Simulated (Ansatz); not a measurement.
The starting structures come from a database of crystals and need not be the phases stable at ambient conditions.

Inside the gap of an insulator the Bloch states are evanescent, with a wavenumber k + iκ along the transport direction.

Input:

```
CELL_PARAMETERS angstrom
      4.56108     0.00343     0.00000
     -0.00529     4.56108     0.00000
      0.00000     0.00000     4.56098
ATOMIC_POSITIONS crystal
  K  0.00000 0.00000 0.50000
  Hg 0.50000 0.50000 0.00000
  F  0.00000 0.50000 0.00000
  F  0.50000 0.00000 0.00000
  F  0.50000 0.50000 0.50000
```

Space group of this cell: Cmmm, cubic perovskite. The cell was relaxed by PBE-D3(BJ); by r2SCAN its mean pressure is -1.6 GPa.

Transport runs along the normal of the first two printed cell vectors.

The gap is the functional's own. No spin-orbit coupling. Mid-gap values are interpolated on the energy grid.

Problem. Give the band gap and the smallest decay constant κ at mid-gap that Ansatz (an electronic-structure program) with r2SCAN yields.

Solution. Gap 1.10 eV on a 8×8×8 mesh; κ = 0.228 1/Å, at the zone centre.
